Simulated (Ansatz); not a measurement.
Cubic perovskite KZnF3

All values below come from LDA in Ansatz (plane waves, PAW).

Run with plane-wave cutoff 520 eV, 6×6×6 k mesh, perturbation theory, scalar-relativistic PAW data made under PBE.

Cell: measured lattice: a = 4.055 Å, b = 4.055 Å, c = 4.055 Å, α = 90.00°, β = 90.00°, γ = 90.00°.

```yaml
electronic dielectric constant ε∞: 2.44
dielectric constant ε0 (ions relaxed): 12.0
```

Measured, for comparison: high-frequency dielectric constant 2.17, static dielectric constant 8.6 (room temperature, not corrected to a static lattice; as tabulated in Dubrovin et al. (2021), arXiv:2110.13026). Computed (rounded) less measured: high-frequency dielectric constant +12 %, static dielectric constant +40 %.

Note: the cell isn't this level's own, so it is under some stress, which shifts stiffness and frequencies.

The result took roughly 7 core-minutes.

Ansatz is a first-principles code.
